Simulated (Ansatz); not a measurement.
Levels about the gap of amorphous IGZO (In12Ga6Zn6O33) (57 atoms in a cell of 801 Å³, 5.63 g/cm³; zone centre alone, so wide bands show as single levels with stretches between that a denser mesh fills), at the geometry that PBE relaxed, where it gives -1.5 GPa on a denser mesh. The participation number counts the atoms over which a state spreads; weights are charges in smoothed Voronoi cells. The levels come from a single point, so bond lengths are those of that geometry. Method of the levels: PBE, scalar-relativistic without spin-orbit coupling (Ansatz, a quantum-chemistry and plane-wave program). Sampling: the zone centre alone; Fermi-Dirac width 0.02 eV; no spin polarisation.

The cell was made by melting and quenching with the CHGNet potential and then relaxed with DFT. O atoms were pushed apart under 1.9 Å during the dynamics, to hinder bonds among them. The hot cell started wider than the set density and was brought back towards it in steps. It is the lowest in DFT energy of 2 quenches. It is a model cell: composition and starting density were chosen by hand, and all elements were melted together. No dispersion term was used. Its density started from a set value of 5.63 and ended at 5.63 g/cm³. The simulated quench (nominally 84 K/ps over its main leg) is rapid and tends to freeze in more defects than a deposited or slowly cooled glass has. Values belong to this one cell and scatter from quench to quench. The volume was held where the preparation left it and the shape relaxed, at a PBE pressure of -1.5 GPa (tension). Stress components on the final sampling reach 1.6 GPa.

```
E - E(highest filled), eV  filling  participation number        largest on  weight O  weight In  weight Zn  weight Ga
-------------------------  -------  --------------------  ----------------  --------  ---------  ---------  ---------
-0.27                       filled                  20.7   O, 4 neighbours      0.89       0.03       0.07       0.01
-0.24                       filled                  18.4   O, 3 neighbours      0.87       0.03       0.09       0.01
-0.18                       filled                  19.2   O, 4 neighbours      0.86       0.03       0.10       0.01
-0.16                       filled                   7.2   O, 3 neighbours      0.86       0.03       0.10       0.01
-0.12                       filled                  20.8   O, 3 neighbours      0.85       0.03       0.12       0.01
-0.03                       filled                   9.1   O, 3 neighbours      0.84       0.03       0.12       0.00
0.00                        filled                  12.2   O, 3 neighbours      0.82       0.02       0.15       0.01
0.82                         empty                  52.2   O, 3 neighbours      0.53       0.28       0.11       0.08
3.50                         empty                  31.6  In, 4 neighbours      0.58       0.36       0.04       0.02
3.64                         empty                  32.7  In, 4 neighbours      0.57       0.36       0.04       0.03
3.70                         empty                  38.4  In, 5 neighbours      0.60       0.29       0.05       0.07
3.94                         empty                  25.4  In, 5 neighbours      0.58       0.28       0.09       0.05
4.16                         empty                  36.1  In, 5 neighbours      0.58       0.19       0.14       0.10
4.25                         empty                  31.6  In, 5 neighbours      0.56       0.34       0.06       0.03
```

Most localised among these is the filled level at -0.16 eV, on a O atom, which has 3 neighbours (Zn 1.93 Å, In 2.11 Å, In 2.16 Å).
